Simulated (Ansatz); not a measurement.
Start from Si$_{3}$N$_{4}$ (space group P6_3/m, No. 176; a = 7.6246 Å, c = 2.9105 Å).

Method: PBEsol in Ansatz (plane waves to 420 eV, PAW, without spin-orbit coupling).

Base values:

The band gap is 4.19 eV and the density is 3.18 g/cm³.

One thing is altered: a hydrostatic pressure of 7.5 GPa.

Q: What happens to the band gap and density?

A: The band gap rises by 0.09 eV (4.19 eV → 4.28 eV); the density grows by 0.09 g/cm³ (3.18 g/cm³ → 3.27 g/cm³).

Load acts through the strain it causes; cell and atoms are relaxed under it. No phonon test of stability was made. Competing high-pressure phases were not computed.

Ansatz is a quantum-chemistry and plane-wave program.
